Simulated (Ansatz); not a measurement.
Data:

```yaml
crystal:
  lattice:
    - [4.51201, 0.00000, 0.00000]
    - [2.25601, 3.90752, 0.00000]
    - [2.25601, -1.30251, 3.44336]
  atoms:
    - { symbol: Se, position: [0.00000, 0.00000, 0.00000] }
    - { symbol: Pb, position: [0.00000, 0.50000, 0.50000] }
```

No spin polarisation.

The values are results of Ansatz (a quantum-chemistry and plane-wave program), r2SCAN, PAW, cutoff 500 eV, scalar-relativistic without spin-orbit coupling, earlier PAW set, not measurements. k-mesh 9×9×9 (Γ-centred); smearing 0.05 eV (Fermi–Dirac).

What is the computed band gap?

0.36 eV.

Estimate the gap character.

Indirect, L → T.

Estimate the pressure (mean of the normal stresses, compression positive).

-1.50 GPa.

With Pb present, leaving out spin-orbit coupling can change the band edges. The cells carry an imposed strain or load. No phonon test of stability was made. The cell was made from PbSe in the rock salt structure (space group Fm-3m, No. 225) by this change: biaxial strain +3.29 %, plane normal [111], relaxed out of plane.
